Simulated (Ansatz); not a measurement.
How the lattice constant a of InGaZnO₄ (model structure, started from the InGaZnO4 type, R3m, No. 160, 7 atoms in the cell) moves with the method

No measured value is used here.

| level (code) | value (Å) |
|---|---|
| PBE (Ansatz) | 3.356 |
| PBEsol (Ansatz) | [?] |
| PBE-D3(BJ) (Ansatz) | 3.335 |

**Question.** Fill in the missing entries.

**Answer.** 
- PBEsol (Ansatz, a first-principles code), value (Å): 3.315

Ansatz's density-functional and Hartree–Fock values are scalar-relativistic unless marked +SOC, with PAW data made under PBE.

A model structure was made by putting elements into a prototype or built by hand; it is no filed structure, need not be a known phase, and can be a saddle point held by its symmetry.
